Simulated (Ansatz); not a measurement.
Input:

```xyz
4
Lattice="3.0735 0.0000 0.0000 -1.5368 2.6617 0.0000 0.0000 0.0000 5.0453" Properties=species:S:1:pos:R:3 pbc="T T T"
Si     0.0000     1.7745     2.5206
Si     1.5368     0.8872     5.0432
C      0.0000     1.7745     4.4166
C      1.5368     0.8872     1.8940
```

Space group of this cell: P6_3mc, wurtzite. The cell is taken as given.

Calculation: r2SCAN (plane waves, PAW; Ansatz, a quantum-chemistry and plane-wave program).

The current runs along the normal of the first two printed vectors; no spin-orbit coupling. Scaled by the factor s: both lengths across the current (ions clamped). Meshes 12×12×6 and 12×12 across the current in all rows.

| s | mean pressure (GPa) | band gap (eV) |
|---|---|---|
| 0.98 | 10.7 | 2.50 |
| 1.00 | 0.4 | 2.65 |
| 1.02 | -8.0 | ? |

Problem. Take the slope of the band gap against ln s from the two given rows, extrapolate to s = 1.02, and say what the run there gives.

Solution. Slope = (2.50 − 2.65) / ln 0.98 = 7.42 eV. The line gives 2.65 + (7.42) × ln 1.02 = 2.80 eV. The run gives 2.78 eV, 0.02 eV under the line, 12 % of the predicted step.
